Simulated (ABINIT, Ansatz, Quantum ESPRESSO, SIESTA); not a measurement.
**Tc3Pd (P-6m2, 4 atoms in the cell) computed with different codes at matched settings**

Self-consistent single point.

```
CELL_PARAMETERS angstrom
      2.68894     0.00000     0.00000
     -1.34447     2.32869     0.00000
      0.00000     0.00000     8.75923
ATOMIC_POSITIONS crystal
  Tc 0.00000 0.00000 0.00000
  Tc 0.33333 0.66667 0.75574
  Tc 0.33333 0.66667 0.24426
  Pd 0.00000 0.00000 0.50000
```

Shared settings, as Ansatz (a first-principles code) writes them: kpoints.mp_grid.grid = 4 4 2; scf.occupations.method = gaussian; scf.occupations.width = 0.136 eV. Potentials and cutoffs stand in the table.

```
code                                                                                                                                      model  pressure (GPa)  largest force (eV/Å)       cutoff
----------------  -----------------------------------------------------------------------------------------------------------------------------  --------------  --------------------  -----------
SIESTA            GGA PBEsol, numerical atomic orbitals DZP, PseudoDojo PBEsol standard norm-conserving potentials (rewritten from UPF to PSML)           13.82                 0.424  grid 350 Ry
Quantum ESPRESSO                                                                           PBEsol, SSSP 1.1.2 efficiency (PBE) pseudopotentials           10.02                 0.560        60 Ry
ABINIT                                                                                       PBEsol, PAW (JTH v2.0 PBE PAW, files made for PBE)            9.49                 0.567        48 Ry
Ansatz                                                                                                                        PBEsol, PAW files            9.91                 0.568      default
```

On Ansatz's run: spin polarisation is off.

The spread over the programs that give each value: pressure within 4.33 GPa; largest force within 0.144 eV/Å.

SIESTA uses small atom-centred bases, whose incompleteness enters pressures, forces and empty levels differently from a plane-wave cutoff. Ansatz's pressure is given at a fixed set of plane waves, as the other plane-wave codes print theirs. In the pressure, SIESTA (by 3.91) lies more than 1 GPa from the median of the plane-wave programs. In the force vectors, SIESTA (by 0.143) lies more than 0.08 eV/Å from the median of the plane-wave programs.

On the base mesh (14 14 4) the same programs gave: Ansatz pressure 8.51 GPa; Quantum ESPRESSO pressure 8.63 GPa; ABINIT pressure 8.11 GPa; SIESTA pressure 12.13 GPa.

The values differ from the base mesh's, so the mesh still matters here: the table compares the programs at equal settings.

The starting cell comes from a database of computed structures (which also holds hypothetical and non-ambient phases and stackings), without a prior relaxation at this level. Its lattice was rescaled by a random factor within 2.5 % of one.

Left out of this page: Elk and FLEUR (not drawn, or without a comparable value).

Keys are those of Ansatz 0.2.
